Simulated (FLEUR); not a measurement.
A self-consistent single point of Pt (Fm-3m, 1 atom in the cell) with FLEUR.

Computed with PBE, all-electron FLAPW (FLEUR), scalar-relativistic valence in FLEUR.

The change in words: lattice scaled by 0.98. Reference geometry:
```xyz
1
Lattice="0.0000 1.9600 1.9600 1.9600 0.0000 1.9600 1.9600 1.9600 0.0000" Properties=species:S:1:pos:R:3 pbc="T T T"
Pt     0.0000     0.0000     0.0000
```

Reference input (self-consistent single point, DFT, PBE, all-electron FLAPW (FLEUR), scalar-relativistic valence): Kmax = 4.1 1/bohr; GmaxXC = 14.3 1/bohr; xcFunctional = pbe; jspins = 1; l_soc = F; mode = gauss; fermiSmearingEnergy = 0.00499791 Htr; mesh (inpgen div1-3) = 12 12 12; inpgen gamma flag = true; Gmax = 14.3 1/bohr; numbands = 0; maxIterBroyd = 15. This run's input differs from it in these lines:

```diff
@@ -3,5 +3,5 @@
 &input film=f /
--0.0000000000 3.7038632043 3.7038632043
-3.7038632043 -0.0000000000 3.7038632043
-3.7038632043 3.7038632043 -0.0000000000
+-0.0000000000 3.6297859402 3.6297859402
+3.6297859402 -0.0000000000 3.6297859402
+3.6297859402 3.6297859402 -0.0000000000
 1.0
@@ -42,5 +42,5 @@
          <bravaisMatrix>
-            <row-1>    0.0000000000000000     3.7038632043000002     3.7038632043000002</row-1>
-            <row-2>    3.7038632043000002     0.0000000000000000     3.7038632043000002</row-2>
-            <row-3>    3.7038632043000002     3.7038632043000002     0.0000000000000000</row-3>
+            <row-1>    0.0000000000000000     3.6297859402000001     3.6297859402000001</row-1>
+            <row-2>    3.6297859402000001     0.0000000000000000     3.6297859402000001</row-2>
+            <row-3>    3.6297859402000001     3.6297859402000001     0.0000000000000000</row-3>
          </bravaisMatrix>
```

Log, with long lists cut:

```
 Iteration:     1   Distance:      18.16450442 me/bohr^3
 Iteration:     2   Distance:      16.34478603 me/bohr^3
 Iteration:     3   Distance:       6.83556958 me/bohr^3
 Iteration:     4   Distance:       3.13133930 me/bohr^3
 Iteration:     5   Distance:       3.17391973 me/bohr^3
   [... 10 lines left out ...]
 Iteration:    16   Distance:       0.00054099 me/bohr^3
 Iteration:    17   Distance:       0.00016920 me/bohr^3
 Iteration:    18   Distance:       0.00001493 me/bohr^3
 Iteration:    19   Distance:       0.00000135 me/bohr^3
 Run finished successfully
 Stop message:
   Structural relaxation: Done

[file out, last iteration]
             iter=     20
[...]
          total density-effective poten   -3.2424111998E+04
          total charge density-energy d   -3.5738074361E+02
 Updated energy parameters for spin:           1
[...]
 fermi energy and band-weighting factors:

[...]
FERMIE:
          first approx. to ef    (T=0)  :   0.617657 htr   (energy of the highest occ. eigenvalue)
          number of occ. states  (T=0)  :        579
          first approx. to seigv (T=0)  :  -3.276166 htr
          sum of weights of occ. states :   8.000579
          sum of semicore charge        :   0.000000 e
          fermi energy=   0.61766 har   work function= -16.80736 ev
          number of valence electrons=  16.00001
     band-weighting factor for spin=    1
   [... lines left out ...]
          total moment                 =     0.00000
 Direct bandgap for spin            1 :    5.5607531915389252E-003  Htr
   [... lines left out ...]
 ---->    (input%tkb*entropy) TS=              0.0000000000 htr
 ---->    free energy=                    -18446.7246128394 htr
      extrapolation for T->0
 ---->    total electron energy=          -18446.7246128394 htr
 ***** TOTAL FORCES ON ATOMS *****
 TOTAL FORCE FOR ATOM TYPE=  1  X=  0.000   Y=  0.000   Z=  0.000
                       FX_TOT= 0.000000 FY_TOT= 0.000000 FZ_TOT= 0.000000
 Structural relaxation: Done
```

The run converged in 19 iterations. FLEUR gives forces in its relaxation mode, with a further iteration, so its stop message speaks of a relaxation. Against the reference run the total energy goes up by 118 meV/atom.

The starting cell has typed, rounded lattice constants, without a prior relaxation at this level. For this run, on top of that: lattice scaled by 0.98. Spin-orbit coupling is off. Spin polarisation is off. Values depend on the basis (sphere radii, cutoffs, local orbitals), which need not be converged. The log's line on a gap gives a spacing of levels on this mesh, which the program prints for metals too.

Cost on one core of a shared machine: roughly 30 s.
